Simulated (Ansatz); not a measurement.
Base system: Zn in the hcp (Mg type) structure (space group P6_3/mmc, No. 194; a = 2.6129 Å, c = 4.7815 Å; relaxed with 0.1 eV smearing). Axes: x lies along a and z along c of the hexagonal cell.

All numbers come from plane-wave PAW DFT at the PBEsol level (Ansatz, a program for electronic structure, 420 eV), scalar-relativistic without spin-orbit coupling.

Base values:

Band gap: zero
Pressure: 0.0 GPa
Shortest interatomic distance: 2.613 Å

Now apply this change: uniaxial strain ε_zz = +1.00 %, all other strain components held at zero, atoms relaxed at fixed cell.

Q: Predict the new band gap, pressure, energy relative to the base and shortest interatomic distance.

A: The band gap stays zero; the pressure (mean of the normal stresses, compression positive) goes from zero to -0.7 GPa; the energy increases by 0.4 meV/atom; the shortest interatomic distance is still 2.613 Å.

Stability against distortions was not tested.
